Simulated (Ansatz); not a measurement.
Response to strain in hypothetical diamond V

Start from V in the diamond structure (space group Fd-3m, No. 227; a = 5.355 Å; ferromagnetic; a hypothetical phase, not in the database extracts checked; relaxed with 0.1 eV smearing). Axes: x, y, z lie along the cube axes.

Strains are applied to the cell and any free atomic positions relax; under biaxial strain the out-of-plane vector relaxes too.

Method: PBEsol/PAW in Ansatz (a first-principles code), no spin-orbit coupling.

Notes on the quantities. energy relative to the base: free energy F; pressure: mean of the normal stresses, compression positive.

```csv
change,largest site moment,energy relative to the base,pressure,volume per atom
base,1.31 μB,0 meV/atom,0.0 GPa,19.19 Å³
"biaxial strain −1.39 %, plane normal [111], relaxed out of plane",0.00 μB,-0.661 eV/atom,-14.0 GPa,22.54 Å³
isotropic strain +3.72 %,1.46 μB,+42 meV/atom,-5.6 GPa,21.41 Å³
uniaxial strain ε_xx = +1.91 %,1.34 μB,0.0 meV/atom,-1.1 GPa,19.56 Å³
```

Other magnetic orders, which the real material may have, were not ruled out. Stability against distortions was not tested. Seeded moments were not kept for biaxial strain −1.39 %, plane normal [111], relaxed out of plane. Under biaxial strain −1.39 %, plane normal [111], relaxed out of plane the cell ends below the base's energy or with stress of the wrong sign: the atoms slid into a distortion or the cell is elastically unstable, so the base is not a stable minimum at this level.
